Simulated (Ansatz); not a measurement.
The parent structure is ZnS in the zinc blende structure (space group F-43m, No. 216; a = 5.357 Å).

Method: PBEsol/PAW in Ansatz (a first-principles code), scalar-relativistic without spin-orbit coupling, earlier PAW set.

One change was made to it. Results:

```
quantity             base     after
---------------  --------  --------
band gap          2.08 eV      zero
volume per atom  19.22 Å³  21.19 Å³
```

What was done to the base?
(A) Zn → Ge
(B) S → Pd
(C) S → Cl

B, S → Pd. For comparison, the volume per atom in the other runs: Zn → Ge gives 26.85 Å³; S → Cl gives 27.01 Å³.

No phonon test of stability was made. As relaxed here, ZnPd, GeS and ZnCl are hypothetical phases, not in the database extracts checked. The final runs are not spin-polarised. An odd electron count without spin: ZnCl. The zero or small gap of GeS can change with the level of theory.
